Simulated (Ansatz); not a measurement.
The starting structures come from a database of crystals and need not be the phases stable at ambient conditions.

 Where the default PAW files enter, the runs use the earlier of Ansatz's two default sets.

Tunnelling through a barrier is set by its complex band structure: the current falls as exp(−2κd) with the smallest κ.

Input:

```
CELL_PARAMETERS angstrom
      5.52450     0.00000     0.00000
      2.76225     7.84899    -0.05901
      2.76225    -0.95261     2.59279
ATOMIC_POSITIONS crystal
  Bi 0.17282 0.82718 0.32718
  Bi 0.32718 0.17282 0.67282
  Cl 0.85383 0.64617 0.14617
  Cl 0.64617 0.35383 0.85383
  O  0.00000 0.00000 0.00000
  O  0.50000 0.00000 0.00000
```

Space group of this cell: P4/nmm. The cell was relaxed by PBE-D3(BJ).

Transport runs along the normal of the first two printed cell vectors, the (111) plane of the conventional cell.

The gap is the functional's own, uncorrected, and κ follows it; spin-orbit coupling is left out. Mid-gap values are interpolated between the computed energies.

### Question
Estimate the band gap and the smallest decay constant κ at mid-gap that r2SCAN (Ansatz, a program for electronic structure) returns for this system.

### Answer
Gap 3.06 eV on a 12×12×12 mesh; κ = 0.273 1/Å, at (0.000, 0.250) of the in-plane reciprocal vectors. At the zone centre, at the nearest computed energy, the slowest state has κ = 0.33 1/Å.
